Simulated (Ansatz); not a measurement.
Output of an Ansatz run (abridged):

```
WARN ansatz: RAYON_NUM_THREADS=1 ignored (pool sized by the plan → 1); use --threads N
Pseudopotentials: kind: paw
Pseudopotential: Ba, paw, valence charge 10
Pseudopotential: Ti, paw, valence charge 12
Pseudopotential: O, paw, valence charge 6
Crystal: 5 atoms, lattice volume = 64.317 Å³
Basis set: ecut = 420 eV, 1261 PW (Γ), exchange–correlation on 54×54×60 points (8 copies of the dense FFT grid, shifted against one another)
Bands: 25, of which v1, the nominal top of the filled ones, is band 20 counted from 1 (19 counted from 0)
Symmetry: 8 space group operations
Space group: P4mm (ITA 99), of the structure as read, at distance tolerance 4.0e-5 Å
k-points: 40 of 343 (time reversal used)
Initial density: superposition of atomic densities (neutral atoms: chi_scale 0, normalization atom), corrected by the library's trained network
Initial wavefunctions: pseudopotential atomic-orbital guess
Eigensolver: davidson
Functional: x = pbe(κ = 0.804, μ = 0.2195149727645171), c = pbe(β = 0.06672455060314922)
SCF iter   1: F=—  HF=-10159.585672 eV  |F-HF|=—  |Δ(HF+E_count)|=         —  Δρ=1.59e-3  dr2=9.49e-4  ethr=1.77e-3  ⟨swp⟩=6.0  Hψ=4986  notcnv=0
all-band conjugate gradients solve this SCF's bands
preconditioner: auto → Resta (q_TF=auto, 2.521 Å⁻¹)
SCF iter   2: F=—  HF=-10159.585977 eV  |F-HF|=—  |Δ(HF+E_count)|=   3.05e-4  Δρ=7.77e-4  dr2=2.46e-4  ethr=2.37e-6  ⟨swp⟩=2.0  Hψ=2010  notcnv=0
SCF iter   3: F=—  HF=-10159.586122 eV  |F-HF|=—  |Δ(HF+E_count)|=   1.45e-4  Δρ=1.05e-4  dr2=1.26e-5  ethr=6.15e-7  ⟨swp⟩=2.6  Hψ=1491  notcnv=0
SCF iter   4: F=—  HF=-10159.585723 eV  |F-HF|=—  |Δ(HF+E_count)|=   3.99e-4  Δρ=4.80e-5  dr2=1.53e-6  ethr=3.16e-8  ⟨swp⟩=2.0  Hψ=1743  notcnv=0  defer=1
SCF iter   5: F=—  HF=-10159.585723 eV  |F-HF|=—  |Δ(HF+E_count)|=   2.67e-8  Δρ=1.71e-5  dr2=1.23e-7  ethr=3.82e-9  ⟨swp⟩=2.5  Hψ=1738  notcnv=0  defer=1
SCF iter   6: F=-10159.585723 eV  HF=-10159.585723 eV  |F-HF|=1.90e-9  |Δ(HF+E_count)|=   3.98e-9  Δρ=3.50e-6  dr2=5.18e-9  ethr=2.50e-10  ⟨swp⟩=7.5  Hψ=4526  notcnv=0
SCF 1 converged in 6 iterations: F = -10159.585723 eV  dr2 = 5.18e-9
SCF converged after 6 iterations
Free energy (F): -10159.585723 eV
Harris-Foulkes:  -10159.585723 eV  (|F-HF|=1.90e-9)
Internal energy: -10159.585723 eV  (E = F + TS)
E sigma→0 (E₀):  -10159.585723 eV
Fermi energy:    11.255924 eV
--- Per-component energies (eV) ---
  E_band       = -141.446721
  E_kinetic    = 970.471729
  E_local      = -2107.147572  (includes V_loc(G=0)·N_el)
  E_nonlocal   = 203.614524
  E_hartree    = 823.490107
  E_xc         = -491.590402
  E_vxc        = -546.301195  (∫ρ·V_xc dr)
  E_paw        = -6744.629402  (= ΣΔE_a)
  E_vpaw       = -309.072951  (= ΣTr[D̂ρ^β])
  E_aug_tail   = 0.007411  (compensation charges beyond the density's cutoff)
  E_ewald      = -2813.802119
  E_smearing   = -0.000000  (= −TS)
  E_closure    = 0.000000  (closes the sum)
  Σ components = -10159.585723   (vs F -10159.585723, Δ=0.00e0)
--- Forces (eV/Å), atoms counted from 1 ---
  atom   1  Ba    -0.00000000     0.00000000     0.00793509
  atom   2  Ti     0.00000000     0.00000000     0.18694493
  atom   3  O      0.00000000     0.00000000    -0.09943709
  atom   4  O      0.00000000     0.00000000    -0.04772797
  atom   5  O     -0.00000000     0.00000000    -0.04772797
  max |Σ_I F_I| component: 1.30e-5 eV/Å
--- Stress (GPa, compression-positive) ---
        2.720257       0.000000      -0.000000
        0.000000       2.720257       0.000000
       -0.000000       0.000000       2.980228
  P = ⅓ Tr σ = 2.8069 GPa (28.069 kbar)
  The stress holds the Pulay correction. Without it, at fixed plane waves, as pw.x and ABINIT print it: P = 2.2625 GPa
--- Band table (eV; the first three rows and the last of 40) ---
  k-point 0: bands = ["-46.1756", "-22.4436", "-22.3988", "-22.3988", "-14.3968", "-6.5713", "-5.9354", "-5.8753", "0.3989", "0.4195", "0.4195", "7.9870", "8.0224", "8.0224", "9.0237", "9.0237", "9.1421", "9.9843", "10.0282", "10.0282", "12.1690", [...]
  k-point 1: bands = ["-46.1755", "-22.4524", "-22.3984", "-22.3984", "-14.3760", "-6.5798", "-5.9265", "-5.8696", "0.4477", "0.4477", "0.4835", "7.6569", "7.9645", "7.9645", "8.8331", "8.8331", "8.9858", "9.5711", "9.9494", "9.9494", "12.1915", [...]
  k-point 2: bands = ["-46.1752", "-22.4722", "-22.3976", "-22.3976", "-14.3285", "-6.6620", "-5.8569", "-5.8312", "0.5130", "0.5130", "0.6714", "6.9435", "7.7855", "7.7855", "8.5413", "8.5413", "8.6724", "8.8842", "9.7835", "9.7835", "12.2430", [...]
  k-point 39: bands = ["-46.1732", "-22.4821", "-22.4444", "-22.4443", "-14.1439", "-5.8104", "-5.6973", "-5.6576", "-0.2512", "-0.2203", "-0.1131", "5.9781", "6.5857", "6.5945", "7.7187", "7.8958", "7.9040", "10.0565", "10.0947", "10.2251", [...]
```

The structure:

```
CELL_PARAMETERS angstrom
      3.99000     0.00000     0.00000
      0.00000     3.99000     0.00000
      0.00000     0.00000     4.04000
ATOMIC_POSITIONS crystal
  Ba 0.00000 0.00000 0.00000
  Ti 0.50000 0.50000 0.51300
  O  0.50000 0.50000 0.97700
  O  0.00000 0.50000 0.48700
  O  0.50000 0.00000 0.48700
```

Q: Write an input that gives this output.

A: Other spellings and defaults could give the same log, and not every line can be read from it. The input that was run (DFT, PBE, plane waves, default PAW files):

Ansatz 0.2 input:
```yaml
# BaTiO3
crystal:
  lattice:
    - [3.990000, 0.000000, 0.000000]
    - [0.000000, 3.990000, 0.000000]
    - [0.000000, 0.000000, 4.040000]
  atoms:
    - { symbol: Ba, position: [0.000000, 0.000000, 0.000000] }
    - { symbol: Ti, position: [0.500000, 0.500000, 0.513000] }
    - { symbol: O, position: [0.500000, 0.500000, 0.977000] }
    - { symbol: O, position: [0.000000, 0.500000, 0.487000] }
    - { symbol: O, position: [0.500000, 0.000000, 0.487000] }
basis:
  ecutwfc: 420.0
kpoints:
  mp_grid: { grid: [7, 7, 7] }
hamiltonian:
  xc: pbe
  pseudopotentials: { kind: paw }
scf:
  occupations: { method: fermi_dirac, width: 0.05 }
output:
  forces: true
  eigenvalues: true
  stress: true
```

The starting cell has typed, rounded lattice constants, without a prior relaxation at this level. Ansatz's pressure includes its estimate of the finite-basis (Pulay) stress. Without the estimate this run gives 2.26 GPa. Another mesh or the band path of this cell gives a smaller gap, so this value is not converged in the mesh.

Ansatz is an electronic-structure program.
